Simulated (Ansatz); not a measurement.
Polymorphs of SiC, PBEsol with spin-orbit coupling, rigid bands run with Ansatz (an electronic-structure program); geometry: cell and atoms relaxed with PBEsol.
- P6_3mc, primitive cell of 4: a = b = 3.076 Å, c = 5.048 Å, α = β = 90.00°, γ = 120.00°
- F-43m, primitive cell of 2: a = 3.0807 Å, b = 3.0807 Å, c = 3.0807 Å, α = 60.00°, β = 60.00°, γ = 60.00°

| Space group | volume per atom (Å³) | band gap | electron conductivity mass | hole conductivity mass | Seebeck coefficient, n-type 1e19 cm⁻³ |
|---|---|---|---|---|---|
| P6_3mc | 10.3 | 2.12 eV | 0.36 mₑ | 1.28 mₑ | … |
| F-43m | 10.3 | 1.24 eV | 0.30 mₑ | 0.70 mₑ | … |

Problem. Fill in the missing entries.

Solution. 
- P6_3mc, Seebeck coefficient, n-type 1e19 cm⁻³: -231 μV/K
- F-43m, Seebeck coefficient, n-type 1e19 cm⁻³: -249 μV/K

Masses are for dilute carriers at 300 K, harmonic means over directions unless an axis is named. Seebeck coefficients are for the stated density at 300 K, with one relaxation time for all states and whether or not that doping can be reached.
